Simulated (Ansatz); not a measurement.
**HfO2: response to strain**

The reference is HfO₂ in the fluorite structure (space group Fm-3m, No. 225; a = 5.0010 Å). Axes: x, y, z lie along the cube axes.

Strains are applied to the cell and any free atomic positions relax.

Calculations: Ansatz (a program for electronic structure), LDA, PAW, cutoff 420 eV, no SOC.

Notes on the quantities. energy relative to the base: free energy F; pressure: mean of the normal stresses, compression positive.

```csv
variant,energy relative to the base,shortest interatomic distance,pressure
base,0 meV/atom,2.166 Å,0.00 GPa
tensor shear ε_xy = +1.43 %,+1.9 meV/atom,2.152 Å,0.10 GPa
tensor shear ε_xy = +1.14 %,[?],2.155 Å,0.06 GPa
tensor shear ε_xy = +1.71 %,[?],2.149 Å,0.15 GPa
tensor shear ε_xy = +2.00 %,+3.9 meV/atom,2.147 Å,0.20 GPa
tensor shear ε_xy = +0.57 %,+0.2 meV/atom,[?],0.01 GPa
tensor shear ε_xy = +0.86 %,+0.6 meV/atom,2.157 Å,0.03 GPa
```

**Question.** What belongs in the blanks?

**Answer.** 
- tensor shear ε_xy = +1.14 %, energy relative to the base: +1.2 meV/atom
- tensor shear ε_xy = +1.71 %, energy relative to the base: +2.8 meV/atom
- tensor shear ε_xy = +0.57 %, shortest interatomic distance: 2.160 Å

No phonon test of stability was made. This is not the structure that HfO2 has at room temperature and ambient pressure.
